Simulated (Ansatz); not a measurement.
For Ge (P6₃/mmc, No. 194, 8 atoms in the cell; start mp-1091415; another form than the element's usual one), LDA in Ansatz (PAW) gives:

* **equilibrium lattice constant a**: 3.965 Å
* **lattice parameter c**: 13.022 Å
* **cohesive energy**: 4.58 eV/atom
* **band gap**: 0.00 eV

Problem. What does r²SCAN+rVV10 (Ansatz, a first-principles code, PAW) give for the same quantities?

Solution. 
- lattice constant a: 3.988 Å (increases by 0.6 %)
- lattice parameter c: 13.105 Å (rises by 0.6 %)
- cohesive energy: 4.06 eV/atom (falls by 0.52 eV/atom)
- band gap: 0.29 eV (increases by 0.29 eV)

Changes are worked out from the printed values.

Unless a cell is named, each level is at its own relaxed cell (LDA 22.17, r²SCAN+rVV10 22.56 Å³/atom).

Spin–orbit coupling is included only where a level's name says +SOC; with heavier elements it mostly lowers gaps and can invert bands. A gap of zero means that the bands touch or overlap. Density-functional gaps are differences of (generalised) Kohn–Sham levels.

Caveats: the relaxation could not lower the start's symmetry, so the cell can be a saddle point above a distorted one (LDA, r²SCAN+rVV10). Ansatz's density-functional and Hartree–Fock values are scalar-relativistic unless marked +SOC, with PAW data made under PBE.

A start named mp-… is a Materials Project structure, which need not be a measured phase.
